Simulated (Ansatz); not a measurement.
Consider BAs in the zinc blende structure (space group F-43m, No. 216; a = 4.784 Å). Axes: x, y, z lie along the cube axes.

All numbers come from r2SCAN in Ansatz (plane waves to 500 eV, PAW, spin-orbit coupling left out).

The change: every lattice vector is stretched by 2.50 %, atoms relaxed at fixed cell.

Task: Predict the stress tensor and what it implies for the stiffness.

Result: Stress of the strained cell less that of the base (GPa, compression positive):
```
  -8.97    0.00    0.00
   0.00   -8.97    0.00
   0.00    0.00   -8.97
```

Then B = −ΔP/(ΔV/V₀) with ΔV/V₀ = 0.0769 gives secant stiffness values (nonlinear terms included at this strain): B ≈ 117 GPa.

As a check, the harmonic strain energy −½ V₀ Δσ:ε is 29 meV/atom; the computed energy rise is 31 meV/atom.

No phonon test of stability was made.

Ansatz is a program for electronic structure.
